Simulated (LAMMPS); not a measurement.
Surface tension of liquid Ta over temperature.

Level of theory: classical MD, pair style eam/alloy, file CuTa.eam.alloy (LAMMPS).

```tsv
T (K)	surface tension	excess energy
3290	1.41 ± 0.05 N/m	1.9 J/m²
3780	1.29 ± 0.05 N/m	1.8 J/m²
4440	1.21 ± 0.02 N/m	1.9 J/m²
```

Errors shown are sampling errors alone.
